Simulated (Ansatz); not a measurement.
## CsCl-type NaH (model structure)

Computed with r²SCAN+rVV10 in Ansatz (plane waves, PAW).

Settings: plane-wave cutoff 500 eV, 10×10×10 k mesh, gaussian smearing 0.02 eV, scalar-relativistic PAW data made under PBE.

Cell (relaxed at this level):

```yaml
crystal:
  lattice:
    - [2.92090, 0.00000, 0.00000]
    - [0.00000, 2.92090, 0.00000]
    - [0.00000, 0.00000, 2.92090]
  atoms:
    - { symbol: Na, position: [0.00000, 0.00000, 0.00000] }
    - { symbol: H, position: [0.50000, 0.50000, 0.50000] }
```

```yaml
band_gap: 1.55 eV (on the SCF k mesh)
```

Note: the relaxation could raise the start's symmetry but not lower it, so the cell can be a saddle point.

The computed numbers hold no vibrational or temperature effects.

It cost very roughly 10 core-seconds of CPU time.

A model structure was made by putting elements into a prototype or built by hand; it is no filed structure, need not be a known phase, and can be a saddle point held by its symmetry.

Ansatz is an electronic-structure program.
